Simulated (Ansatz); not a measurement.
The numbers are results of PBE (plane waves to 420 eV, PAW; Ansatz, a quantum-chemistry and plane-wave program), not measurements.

Electrostatic potential energy of an electron, averaged over planes parallel to the surface, in eV from the Fermi level, for a constructed model of the (100) surface of fcc Ir, a pseudomorphic layer of Fe in the host's stacking (bottom of the slab: a bare face, its two planes held):

| z (Å) | V (eV) |
|---|---|
| 3.79 | 5.55 |
| 4.08 | 5.55 |
| 4.38 | 5.54 |
| 4.67 | 5.54 |
| 4.96 | 5.53 |
| 5.25 | 5.52 |
| 5.54 | 5.48 |
| 5.83 | 5.40 |
| 6.12 | 5.23 |
| 6.42 | 4.85 |
| 6.71 | 4.00 |
| 7.00 | 2.11 |
| 7.29 | -2.62 |
| 7.58 | -10.88 |
| 7.88 | -17.82 |
| 8.17 | -19.86 |
| 8.46 | -16.19 |
| 8.75 | -9.12 |
| 9.04 | -4.21 |
| 9.33 | -7.50 |
| 9.62 | -14.92 |
| 9.92 | -19.95 |
| 10.21 | -19.75 |
| 10.50 | -14.47 |
| 10.79 | -7.27 |
| 11.08 | -4.93 |
| 11.38 | -10.52 |
| 11.67 | -17.42 |
| 11.96 | -20.52 |
| 12.25 | -18.10 |
| 12.54 | -11.44 |
| 12.83 | -5.07 |
| 13.12 | -5.82 |
| 13.42 | -12.74 |
| 13.71 | -18.91 |
| 14.00 | -20.40 |
| 14.29 | -16.46 |
| 14.58 | -9.32 |
| 14.88 | -4.77 |
| 15.17 | -8.56 |
| 15.46 | -15.77 |
| 15.75 | -20.20 |
| 16.04 | -19.32 |
| 16.33 | -13.55 |
| 16.62 | -6.42 |
| 16.92 | -4.76 |
| 17.21 | -10.65 |
| 17.50 | -17.48 |
| 17.79 | -20.39 |
| 18.08 | -17.74 |
| 18.38 | -11.12 |
| 18.67 | -5.45 |
| 18.96 | -7.15 |
| 19.25 | -11.54 |
| 19.54 | -13.35 |
| 19.83 | -11.10 |
| 20.12 | -5.53 |
| 20.42 | -0.20 |
| 20.71 | 2.08 |
| 21.00 | 3.14 |
| 21.29 | 3.68 |
| 21.58 | 3.95 |
| 21.88 | 4.09 |
| 22.17 | 4.16 |
| 22.46 | 4.19 |
| 22.75 | 4.21 |
| 23.04 | 4.22 |
| 23.33 | 4.22 |
| 23.62 | 4.22 |
| 23.92 | 4.23 |

Slab: 7 atoms, 11.8 Å thick at the start; k 14x14x1, smearing 0.1 eV, dipole-corrected; 2 atoms held, the rest relaxed; symmetry of the start imposed; spin-polarised, ending with about 3.0 μB a cell; orders that need a larger cell were not tried, no spin-orbit, no U. It is one candidate, not shown to be the stable structure of the face.

The surface cell has an area of 7.49 Å². What dipole along the normal does the step between the two vacuum levels imply?

the top vacuum level lies 1.32 eV below the bottom one; p = −ε₀ A ΔV (ε₀ = 0.005526 e/(V·Å)) gives 0.05 e·Å a cell.
